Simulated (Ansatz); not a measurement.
Start from BeSe in the zinc blende structure (space group F-43m, No. 216; a = 5.129 Å).

All numbers come from PBEsol (Ansatz, an electronic-structure program), scalar-relativistic without spin-orbit coupling.

One change was made to it. Results:

The electron mass goes from 0.84 mₑ along k, 0.26 mₑ across (at X) to 1.4 mₑ along k, 0.25 mₑ across (at X); the gap character stays indirect, Γ → X; the band gap falls by 0.63 eV, from 2.47 eV to 1.84 eV; the volume per atom grows by 5.14 Å³ to 22.00 Å³.

Task: Name the change that was made.
A. Se → S
B. Be → Mg
C. Se → Te

Result: C, Se → Te. For comparison, the band gap in the other runs: Be → Mg gives 2.52 eV; Se → S gives 2.91 eV.

Spin-orbit coupling, missing from the scalar runs, can matter with Te. Effective masses come from finite differences of ±0.01 Å⁻¹. Along k means along the line from Γ to the band edge. Stability against distortions was not tested. For MgSe in this form, whether it has been made was not checked. This is not the structure that MgSe has at room temperature and ambient pressure.
